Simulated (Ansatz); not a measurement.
We consider L1₂ (Cu3Au-type) Pt3Ti, described by PBE (PAW; Ansatz, a program for electronic structure).

Settings: plane-wave cutoff 520 eV, 10×10×10 k mesh, Fermi–Dirac smearing 0.1 eV, perturbation theory, no spin polarisation, scalar-relativistic PAW data made under PBE.

The cell has the measured lattice parameters. Conventional cell: a = 3.9160 Å, b = 3.9160 Å, c = 3.9160 Å, α = 90.00°, β = 90.00°, γ = 90.00°.

Harmonic phonon frequencies (cm⁻¹; i marks an imaginary mode):

```csv
q point,frequencies
Γ,0 0 0 107 107 107 165 165 165 181 181 181
X,89 89 102 102 115 139 152 165 165 194 194 266
M,71 112 112 113 115 115 148 168 185 218 218 219
R,66 66 66 116 116 133 133 133 182 182 182 213
```

No imaginary mode appears at these points.

Note: the cell isn't this level's own, so it is under some stress, which shifts stiffness and frequencies.
